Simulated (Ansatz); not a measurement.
A relaxation of cell and atoms of HgPd (P2_13, 8 atoms in the cell) with Ansatz (a quantum-chemistry and plane-wave program).

Method of the run: PBEsol, default PAW files made with PBE (plane waves; Ansatz).

The change in words: atoms on their sites; basis.ecutwfc: 420 eV → 210 eV; relax: default → cell and atoms. Reference geometry:
```xyz
8
Lattice="5.3073 0.0000 0.0000 0.0000 5.3073 0.0000 0.0000 0.0000 5.3073" Properties=species:S:1:pos:R:3 pbc="T T T"
Hg     4.4771     3.4840     1.8234
Hg     3.4840     1.8234     4.4771
Hg     1.8234     4.4771     3.4840
Hg     0.8591     0.8591     0.8591
Pd     0.8096     1.8440     3.4633
Pd     1.8440     3.4633     0.8096
Pd     3.4633     0.8096     1.8440
Pd     4.4977     4.4977     4.4977
```

Reference input (self-consistent single point, DFT, PBEsol, plane waves, default PAW files made with PBE): basis.ecutwfc = 420 eV; kpoints.mp_grid.grid = 3 3 3; hamiltonian.xc = pbesol; hamiltonian.pseudopotentials = {kind: paw} (the program's default PAW files); scf.occupations.method = gaussian; scf.occupations.width = 0.1 eV. This run's input differs from it in these lines:

Ansatz 0.2 input:
```diff
@@ -10,3 +10,3 @@
     - { symbol: Hg, position: [0.343560, 0.843560, 0.656440] }
-    - { symbol: Hg, position: [0.161879, 0.161879, 0.161879] }
+    - { symbol: Hg, position: [0.156440, 0.156440, 0.156440] }
     - { symbol: Pd, position: [0.152550, 0.347450, 0.652550] }
@@ -16,3 +16,3 @@
 basis:
-  ecutwfc: 420.0 eV
+  ecutwfc: 210.0 eV
 kpoints:
@@ -28,2 +28,4 @@
     width: 0.1 eV
+relax:
+  cell: {}
 output:
```

Output (repeated stretches shortened):

```
   [... SCF lines of the steps left out ...]
relax step   1: F+E_penalty+E_count = -82236.47934871 eV  Δ(F+E_penalty+E_count) = +0.000e0 eV  max|allowed force component| = 1.556e-1 eV/Å  Δτ_max = 0.0000 Å  P = -5.179 GPa  Ω = 149.497 Å³  (8 SCF iters, dr2 threshold 1.00e-7 eV, accepted)
relax step   2: F+E_penalty+E_count = -82269.27324793 eV  Δ(F+E_penalty+E_count) = -3.279e1 eV  max|allowed force component| = 1.401e-1 eV/Å  Δτ_max = 0.0774 Å  P = +189.623 GPa  Ω = 130.418 Å³  energy of the carried Pulay correction = +4.360e1 eV  [...]
   [... lines left out ...]
relax step 120: F+E_penalty+E_count = -82237.98110052 eV  Δ(F+E_penalty+E_count) = -8.696e-3 eV  max|allowed force component| = 4.984e-4 eV/Å  Δτ_max = 0.0011 Å  P = +0.011 GPa  Ω = 143.844 Å³  energy of the carried Pulay correction = -1.543e-2 eV  [...]
relax step 121: F+E_penalty+E_count = -82237.98110052 eV  Δ(F+E_penalty+E_count) = +1.455e-11 eV  max|allowed force component| = 4.981e-4 eV/Å  Δτ_max = 0.0000 Å  P = +0.283 GPa  Ω = 143.844 Å³  stress off target by 2.83e-1 GPa  SCF on the basis [...]
basis re-selected at this cell: Δ(F+E_penalty+E_count) = +1.455e-11 eV, ΔP = +0.273 GPa vs the last step
   [... lines left out ...]
Free energy (F): -82237.981101 eV
Fermi energy:    18.231446 eV
Error: variable-cell relaxation did not converge after 121 `relax_step` rows, as none of its last 32 fresh-basis SCF(s) at a relaxed cell met both thresholds with a finite energy. The last misses `relax.cell.stress_tol`: largest allowed force component 4.98e-4 eV/Å (`relax.f_tol` 1.00e-2 eV/Å), stress off the target on the free part of the cell 2.83e-1 GPa (`relax.cell.stress_tol` 5.00e-2 GPa), F+E_penalty+E_count -82237.98110052 eV. The closest is row 103, whose structure comes with this error. Larger ratio of force or stress to its threshold at each such SCF whose figures are numbers: 112.523, 101.088, 71.732, 74.778, 49.158, 55.190, 26.962, 37.226, 38.275, 39.067, 39.736, [...]
  cell:  # Å, volume = 143.8371 Å³
   [... lines left out ...]
    - [1.7153616038008978e-31, 1.499938314813084e-31, 5.2395060922717915]
  atoms:
    - { symbol: Hg, position: [0.8315416490397711, 0.6684583509602288, 0.33154164903977096] }
    - { symbol: Hg, position: [0.6684583509602288, 0.33154164903977096, 0.8315416490397709] }
    - { symbol: Hg, position: [0.33154164903977096, 0.8315416490397711, 0.6684583509602288] }
    - { symbol: Hg, position: [0.16845835096022885, 0.16845835096022885, 0.16845835096022885] }
    - { symbol: Pd, position: [0.13226269733120083, 0.36773730266879906, 0.6322626973312006] }
    - { symbol: Pd, position: [0.36773730266879906, 0.6322626973312006, 0.13226269733120083] }
    - { symbol: Pd, position: [0.6322626973312006, 0.13226269733120083, 0.36773730266879906] }
    - { symbol: Pd, position: [0.8677373026687987, 0.8677373026687987, 0.8677373026687987] }
```

The relaxation ended unconverged.  The full log also holds: “iter 4 did not close the SCF: its close was put off for the readings that it lacked (scf_convergence_deferred on its scf_iter line)”. The full log also holds: “iter 5 did not close the SCF: its close was put off for the readings that it lacked (scf_convergence_deferred on its scf_iter line)”.

The starting cell comes from a database of computed structures (which also holds hypothetical and non-ambient phases and stackings), without a prior relaxation at this level. Its lattice was rescaled by up to half a per cent. The cutoff lies below the one recommended for these files.

Cost on one core of a shared machine: roughly 4 min.
